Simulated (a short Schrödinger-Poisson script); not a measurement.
**Symmetric double-gate stack, SiO2 on p-type Si(100)**

Structure: symmetric double-gate stack, SiO2 on p-type Si(100), at 300 K.

```
layer  material  thickness (nm)  Na (cm⁻³)
-----  --------  --------------  ---------
1          SiO2               2          -
2            Si              20       1e16
3          SiO2               2          -
```

The device is made up for the run: typed textbook-type constants, with dimensions and the other settings drawn at random. SiO2: permittivity 3.9, conduction-band edge (eV) 3.15, gap (eV) 9, electron mass (mₑ) 0.5. Si: permittivity 11.7, conduction-band edge (eV) 0, gap (eV) 1.124, Nv at 300 K (cm⁻³) 3.1e19.

Channel valleys (confinement mass, in-plane density-of-states mass, number): Δ2 0.916, 0.19, 2; Δ4 0.19, 0.417, 4. At the gates, both at one voltage, the conduction-band edge of layer 1 lies 3.61 eV − eVg above the Fermi level of the channel. Gaps are held at their typed values at every temperature. Mesh 0.03 nm at interfaces.

Solved with a short Schrödinger-Poisson script written for these runs: 1D Poisson equation in equilibrium, electrons quantum, Hartree (BenDaniel-Duke, 12 states a valley, the channel's in-plane mass for all, wave functions ending at the dielectric), parabolic valleys, classical holes, full ionisation, no traps, pinning or gate leakage.

```
Vg (V)  electrons (cm⁻²)  C (μF/cm²)  Δ2 E0 (meV)  Δ2 E1 (meV)  Δ4 E0 (meV)  Δ4 E1 (meV)
------  ----------------  ----------  -----------  -----------  -----------  -----------
0.1               3.69e7     < 0.003        362.6        365.6        366.6        381.3
0.2               1.76e9      0.0110        262.8        265.7        266.7        281.4
0.3              6.82e10       0.353        168.4        170.9        172.4        186.6
0.4              6.20e11        1.37        110.8        111.1        117.5        128.4
0.5              1.66e12        1.89         79.1         79.1         95.4        102.3
0.6              2.94e12        2.19         57.4         57.4         83.4         87.7
0.7              4.36e12        2.37         41.2         41.2         75.4         78.3
0.8              5.88e12        2.50         28.5         28.5         69.7         71.7
0.9              7.47e12        2.59         17.9         17.9         65.2         66.8
1                9.11e12        2.65          8.8          8.8         61.6         62.8
1.1              1.08e13        2.71          0.8          0.8         58.6         59.6
1.2              1.25e13        2.74         -6.5         -6.5         56.0         56.8
1.3              1.42e13        2.78        -13.2        -13.2         53.7         54.4
1.4              1.60e13        2.80        -19.4        -19.4         51.6         52.2
1.5              1.77e13        2.83        -25.4        -25.4         49.7         50.3
1.6              1.95e13        2.84        -31.0        -31.0         47.9         48.4
1.7              2.13e13        2.86        -36.5        -36.5         46.3         46.7
1.8              2.30e13        2.87        -41.7        -41.7         44.7         45.0
1.9              2.48e13        2.89        -46.9        -46.9         43.2         43.5
```

Gate voltages with under 1e6 electrons/cm² are left out.

Subbands count from the Fermi level. The capacitance is that of both gates.
